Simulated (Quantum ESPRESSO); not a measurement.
Quantum ESPRESSO run on Mg3Zr (P1, 4 atoms in the cell): relaxation of the atoms.

Computed with PBEsol, SSSP 1.1.2 efficiency (PBE) pseudopotentials (plane waves; Quantum ESPRESSO).

Input:

```fortran
&control
 calculation = 'relax',
 prefix = 'scf',
 outdir = './tmp',
 pseudo_dir = './',
 forc_conv_thr = 1.2e-03,
/
&system
 ibrav = 0,
 nat = 4,
 ntyp = 2,
 ecutwfc = 40,
 ecutrho = 320,
 occupations = 'smearing',
 smearing = 'fermi-dirac',
 degauss = 0.0036749,
 input_dft = 'pbesol',
/
&electrons
 conv_thr = 1.0d-10,
 mixing_beta = 0.3,
/
&ions
/
ATOMIC_SPECIES
Mg    24.3050  Mg.pbe-n-kjpaw_psl.0.3.0.UPF
Zr    91.2240  Zr_pbe_v1.uspp.F.UPF
CELL_PARAMETERS angstrom
   0.0000000000     3.5255800000     3.5255800000
   3.5255800000     0.0000000000     3.5255800000
   3.5255800000     3.5255800000     0.0000000000
ATOMIC_POSITIONS crystal
Mg    0.0306440000   -0.0163950000   -0.0157170000
Mg    0.2314790000    0.2537180000    0.2665740000
Mg    0.7626040000    0.7472590000    0.7500780000
Zr    0.4752720000    0.5154180000    0.4990660000
K_POINTS automatic
8 8 8  0 0 0
```

Output, abridged:

```
     Self-consistent Calculation

     iteration #  1     ecut=    40.00 Ry     beta= 0.30

     Threshold (ethr) on eigenvalues was too large:
     Diagonalizing with lowered threshold

     negative rho (up, down):  6.100E-02 0.000E+00

     total energy              =    -197.21843144 Ry
     estimated scf accuracy    <       0.02676906 Ry

     iteration #  2     ecut=    40.00 Ry     beta= 0.30

     negative rho (up, down):  6.072E-02 0.000E+00

     total energy              =    -197.21662166 Ry
     estimated scf accuracy    <       0.00964037 Ry

     iteration #  3     ecut=    40.00 Ry     beta= 0.30

     negative rho (up, down):  6.070E-02 0.000E+00

     total energy              =    -197.21699562 Ry
     estimated scf accuracy    <       0.00116691 Ry

   [... 6 blocks of this kind left out ...]

     iteration # 10     ecut=    40.00 Ry     beta= 0.30

     negative rho (up, down):  6.072E-02 0.000E+00

     total energy              =    -197.21762033 Ry
     estimated scf accuracy    <          1.1E-09 Ry

     iteration # 11     ecut=    40.00 Ry     beta= 0.30

     negative rho (up, down):  6.072E-02 0.000E+00
     End of self-consistent calculation

     Number of k-points >= 100: set verbosity='high' to print the bands.

     the Fermi energy is     6.5384 ev

!    total energy              =    -197.21762033 Ry
     estimated scf accuracy    <          5.8E-11 Ry
     smearing contrib. (-TS)   =      -0.00127233 Ry
     internal energy E=F+TS    =    -197.21634800 Ry

     convergence has been achieved in  11 iterations

     negative rho (up, down):  6.072E-02 0.000E+00

     Forces acting on atoms (cartesian axes, Ry/au):

     atom    1 type  1   force =     0.01780885   -0.00361780   -0.00656857
     atom    2 type  1   force =    -0.01191806   -0.00726229    0.00665387
     atom    3 type  1   force =     0.00279255   -0.01445638   -0.00817041
     atom    4 type  2   force =    -0.00868334    0.02533647    0.00808511

   [... lines left out ...]
     Total force =     0.040972     Total SCF correction =     0.000021
     the Fermi energy is     6.5539 ev
!    total energy              =    -197.22483264 Ry
     Total force =     0.000678     Total SCF correction =     0.000001
     bfgs converged in  10 scf cycles and   9 bfgs steps
     Final energy             =    -197.2248326364 Ry
   [... lines left out ...]

     File ./tmp/scf.bfgs deleted, as requested
Begin final coordinates

ATOMIC_POSITIONS (crystal)
Mg              -0.0000404685        0.0000920047        0.0003492443
Mg               0.2503865792        0.2499160204        0.2494394927
Mg               0.7497012786        0.7500800937        0.7501741241
Zr               0.4999516107        0.4999118811        0.5000381389
End final coordinates

   JOB DONE.
```

The run converged.  The full log also holds: “c_bands:  1 eigenvalues not converged”. The full log also holds: “WARNING: bfgs curvature condition failed, Theta= 0.937”.

Summary of the result:
```
Quantity                                     Result
------------------------------------  -------------
Free energy E − TS                    -2683.3805 eV
Fermi level (on the code's own zero)        6.55 eV
Largest force (vector length)            0.014 eV/Å
Relaxation steps                                  9
```

The starting cell comes from a database of computed structures (which also holds hypothetical and non-ambient phases and stackings), without a prior relaxation at this level. For this run, on top of that: atoms moved at random.

Cost on one core of a shared machine: roughly 30 min.
